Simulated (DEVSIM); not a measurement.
Device: Ti/SiO2/p-GaSb capacitor, at 300 K.

```
layer (left to right)  material  thickness (nm)  Na (cm⁻³)
---------------------  --------  --------------  ---------
1                          SiO2            21.0          -
2                          GaSb            7600     3.1e15
```

Metal gate on the left, work function 4.33 eV. Fixed charge at the semiconductor interface 0 cm⁻² (in units of +e); no interface traps.

The device is made up for the run: typed textbook-type constants, with dimensions and the other settings drawn at random. Values at 300 K.

```tsv
parameter	SiO2	GaSb
gap (eV)	9	0.726
affinity (eV)	0.9	4.06
permittivity	3.9	15.7
Nc (cm⁻³)	-	2.1e17
Nv (cm⁻³)	-	1.8e19
```

Simulated with DEVSIM: 1D Poisson equation in equilibrium, Boltzmann statistics, complete ionisation; no quantum confinement or tunnelling. Metal contacts follow the ideal Schottky-Mott rule: no Fermi-level pinning, no interface dipoles.

Problem. Tabulate band edges, carrier densities and field at -1.9 V on the gate.

Solution. Energies count from the Fermi level of the right contact; mesh points crowd at the junctions.

```
x (μm)    Ec (eV)  Ev (eV)  n (cm⁻³)  p (cm⁻³)  field (V/cm)
--------  -------  -------  --------  --------  ------------
0.000       5.330   -3.670     < 1e2     < 1e2       -700000
0.001641    5.215   -3.785     < 1e2     < 1e2       -700000
0.005339    4.955   -4.045     < 1e2     < 1e2       -700000
0.01303     4.414   -4.586     < 1e2     < 1e2       -700000
0.01917     3.982   -5.018     < 1e2     < 1e2       -700000
0.02091     3.860   -5.141     < 1e2     < 1e2       -700000
0.02246     0.673   -0.053   1000000    2.3e18       -120000
0.02901     0.626   -0.100   6300000    3.8e17        -46000
0.04274     0.586   -0.140     3.1e7    7.9e16        -20000
0.07702     0.546   -0.180     1.4e8    1.7e16         -7100
0.1626      0.515   -0.211     4.7e8    5.2e15         -1700
0.5202      0.502   -0.224     7.7e8    3.1e15           -21
1.269       0.502   -0.224     7.8e8    3.1e15           ≈ 0
3.139       0.502   -0.224     7.8e8    3.1e15           ≈ 0
6.247       0.502   -0.224     7.8e8    3.1e15           ≈ 0
7.090       0.502   -0.224     7.8e8    3.1e15           ≈ 0
7.409       0.502   -0.224     7.8e8    3.1e15           ≈ 0
7.537       0.502   -0.224     7.8e8    3.1e15           ≈ 0
7.597       0.502   -0.224     7.8e8    3.1e15           ≈ 0
7.612       0.502   -0.224     7.8e8    3.1e15           ≈ 0
7.618       0.502   -0.224     7.8e8    3.1e15           ≈ 0
7.621       0.502   -0.224     7.8e8    3.1e15           ≈ 0
```
